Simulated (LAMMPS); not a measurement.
Simulation of ZnS (zinc blende), 4096 atoms, at 1200 K and 2 GPa, heated as the crystal.

Method: classical MD, pair style sw, file CdTeZnSeHgS0.sw (LAMMPS).

```json
{
  "state_found": "crystal; no diffusion seen in 30 ps",
  "density": "4.0042 ± 0.0001 g/cm³",
  "volume_per_atom": "20.2041 ± 0.0008 Å³/atom",
  "enthalpy_per_atom": "-2.5214 ± 0.0003 eV/atom",
  "first peak of g(r), S-Zn": "2.35 Å, height 9.6",
  "coordination number of S by Zn": "4.00 (counted to 3.26 Å)",
  "coordination number of Zn by S": "4.00 (counted to 3.26 Å)",
  "most common S-Zn-S angle": "at the 3° bin centred on 109.5°, after smoothing over three bins (mean of all 109°)",
  "mean frequency of the vibrational (phonon) density of states": "8.8 THz",
  "cost": "very roughly 12 core-minutes"
}
```

Potential: file CdTeZnSeHgS0.sw of the LAMMPS distribution; its header cites Zhou, Ward, Martin, van Swol, Cruz-Campa, and D. Zubia, Phys. Rev. B, 88, 085309 (2013).

Caution: in nature this polymorph isn't the stable one over the whole range of temperature at this pressure, and short runs keep a crystal in its starting form. Caution: a run this short can hold a crystal over, or a liquid under, the potential's own melting point, which these runs don't give.

States go by the mean squared displacement: a species diffuses where it passes 1.5 Å², still rises and gives D over 1e-6 cm²/s; a crystal has left its structure where atoms lie 0.35 Å off their sites on average or a cubic box changes its shape by 3 %, or the axial ratios of another lie 8 % off the starting cell's, which the potential's own relaxation can also do.

The ± values are statistical; the model's systematic error is not in them.
